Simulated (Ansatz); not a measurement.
Defect: interstitial Zr in monoclinic ZrO2, charge state +4. Calculation: PBE, PAW (plane waves to 420 eV; Ansatz, an electronic-structure program).

Settings: 96 host sites, the relaxed PBE lattice, the Γ point alone, smearing 0.01 eV, spin-restricted, no image-charge correction. Energies are static. The charge state is imposed; whether it is stable for some Fermi level was not computed. Sites that were not tried may lie lower.

Barriers: single points on a 2×2×2 k-point mesh shifted by half a step at the bands' geometries.

Relaxed starting cell (atoms counted from 1):

```xyz
97
Lattice="10.3787 0.0000 0.0000 0.0000 10.4835 0.0000 -1.8071 0.0000 10.6048" Properties=species:S:1:pos:R:3 pbc="T T T"
Zr     0.8550     2.6160     3.7739
Zr    -0.0566     2.4953     8.9486
Zr     0.8281     7.4553     3.7549
Zr    -0.1301     7.6191     9.0123
Zr     5.9694     2.4242     3.7629
Zr     5.0816     2.4344     9.0879
Zr     5.9605     7.6026     3.7655
Zr     5.1270     7.5946     9.0982
Zr     3.5409     2.9015     1.5126
Zr     2.6039     2.8695     6.8219
Zr     3.5679     8.0611     1.4736
Zr     2.6673     8.0087     6.8769
Zr     8.6906     2.8406     1.5418
Zr     7.7867     2.8550     6.8527
Zr     8.6169     8.0263     1.5371
Zr     7.7555     8.0896     6.8895
Zr     3.1144     5.0306     4.2001
Zr     2.1642     5.0348     9.4845
Zr     3.1484    10.2777     4.1478
Zr     2.2935    10.2699     9.3337
Zr     8.2071     5.0094     4.2069
Zr     7.3481     4.9934     9.4971
Zr     7.8990    10.2708     4.3597
Zr     7.2723    10.2832     9.5097
Zr     1.5442     0.2379     0.6276
Zr     0.3372     0.2331     6.3907
Zr     1.2388     5.4709     1.0653
Zr     0.3152     5.4852     6.4231
Zr     6.4186     0.2246     1.1402
Zr     5.4377     0.2281     6.5111
Zr     6.4526     5.4428     1.1149
Zr     5.5684     5.4492     6.4352
O     -0.5373     0.9207     4.4527
O     -1.3233     0.9650     9.7291
O     -0.4475     6.1423     4.5251
O     -1.3421     6.1666     9.8157
O      4.7738     0.9157     4.5354
O      3.9375     0.8797     9.7922
O      4.7696     6.1513     4.5314
O      3.8680     6.1524     9.8335
O      4.7230     4.3453     0.8040
O      3.8455     4.3306     6.0937
O      4.6940     9.6021     0.7548
O      3.6711     9.6093     6.0899
O      9.9429     4.2693     0.7775
O      9.0018     4.3361     6.0951
O      9.9241     9.6539     0.9708
O      8.9210     9.5923     6.0938
O      4.2525     3.5196     3.4366
O      3.3459     3.5286     8.7597
O      4.2111     8.7353     3.4189
O      3.4177     8.7296     8.7391
O      9.4659     3.5395     3.4458
O      8.5804     3.5553     8.7092
O      9.3566     8.7804     3.4738
O      8.5423     8.8063     8.8063
O     -0.0017     1.5930     1.9018
O     -0.8733     1.7264     7.1034
O     -0.0254     6.9154     1.8841
O     -0.9013     6.9692     7.1626
O      5.1873     1.7017     1.8628
O      4.2736     1.7139     7.1842
O      5.2160     6.9311     1.8613
O      4.3478     6.9179     7.1935
O      1.4831     4.0164     5.1798
O      0.5645     3.9411    10.4596
O      1.2571     9.3501     4.7677
O      0.6438     9.1909    10.2751
O      6.6524     3.8837     5.1843
O      5.7520     3.8971    10.5010
O      6.4800     9.0976     5.2630
O      5.7810     9.1126    10.5366
O      2.9759     1.4549    -0.0208
O      1.8474     1.4457     5.3779
O      2.8153     6.6317     0.0988
O      1.9253     6.6674     5.4116
O      8.0297     1.3394     0.1667
O      7.0415     1.3244     5.4894
O      8.0352     6.5597     0.1370
O      7.1284     6.5901     5.4292
O      2.2427     1.1628     2.7438
O      1.4843     1.2646     8.0037
O      2.3810     6.4749     2.7558
O      1.4768     6.5023     8.0600
O      7.5344     1.2448     2.8231
O      6.6418     1.2718     8.1158
O      7.5618     6.5129     2.7735
O      6.6927     6.5104     8.0985
O      1.9161     3.9372     2.5151
O      1.0098     3.9719     7.7978
O      1.8544     9.1716     2.2969
O      1.0664     9.1835     7.6597
O      7.1051     3.9442     2.5380
O      6.2019     3.9585     7.8473
O      7.0279     9.1898     2.5885
O      6.1665     9.2181     7.8917
Zr     0.1837    -0.2046     2.9471
```
Cell charge +4.

End state 1 differs by these moves (Å; atoms that move under 0.15 Å are left out):

| atom | element | Δx | Δy | Δz |
|---|---|---|---|---|
| 1 | Zr | 0.01 | -0.16 | -0.02 |
| 3 | Zr | -0.03 | 0.19 | 0.00 |
| 13 | Zr | -0.03 | 0.19 | 0.00 |
| 15 | Zr | 0.01 | -0.16 | -0.02 |
| 23 | Zr | 0.04 | -0.02 | 0.31 |
| 25 | Zr | 0.04 | -0.02 | 0.31 |
| 33 | O | 0.10 | -0.09 | -0.13 |
| 47 | O | 0.10 | -0.09 | -0.13 |
| 55 | O | 0.13 | 0.11 | -0.08 |
| 57 | O | 0.13 | 0.11 | -0.08 |
| 67 | O | 0.20 | -0.21 | 0.36 |
| 77 | O | 0.20 | -0.21 | 0.36 |
| 81 | O | 0.21 | 0.13 | -0.04 |
| 85 | O | 0.10 | 0.07 | 0.18 |
| 91 | O | 0.10 | 0.07 | 0.18 |
| 95 | O | 0.21 | 0.13 | -0.04 |
| 97 | Zr | -1.26 | 0.41 | -0.60 |

Question: What forward and backward barriers to end state 1 does PBE, PAW give?

Answer: forward 0.63 eV, backward 0.63 eV; at the saddle point atom 97 has neighbours 2 O at 2.02, 2 O at 2.03, O at 2.22, O at 2.24 Å. The saddle point's order was not checked, and it lies on a symmetry element of the cell, where a band can be held.
